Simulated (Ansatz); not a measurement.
An ideal cubic perovskite cell is held by its symmetry; such compounds can tilt or shift off centre at room temperature. The starting structures come from a database of crystals and need not be the phases stable at ambient conditions.

 Where the default PAW files enter, the runs use the earlier of Ansatz's two default sets.

Inside the gap of an insulator the Bloch states are evanescent, with a wavenumber k + iκ along the transport direction.

Data:

```
CsPbF3
1.0
    4.83141     0.00000     0.00000
    0.00000     6.83265     0.00000
    0.00000     3.41632     3.41632
Cs Pb F
1 1 3
Direct
  0.50000   0.50000   0.00000
  0.00000   0.00000   0.00000
  0.00000   0.00000   0.50000
  0.00000   0.50000   0.50000
  0.50000   0.00000   0.00000
```

Space group of this cell: Pm-3m, cubic perovskite. The cell is taken as given.

Transport runs along the normal of the first two printed cell vectors, the (110) plane of the conventional cell.

The gap is the functional's own. No spin-orbit coupling. Mid-gap values are interpolated on the energy grid.

Question: Compute, with PBEsol (Ansatz, a quantum-chemistry and plane-wave program), the band gap and the smallest decay constant κ at mid-gap.

Answer: Gap 2.67 eV on a 10×10×10 mesh; κ = 0.226 1/Å, at (0.500, 0.000) of the in-plane reciprocal vectors. At the zone centre, at the nearest computed energy, the slowest state has κ = 0.36 1/Å.
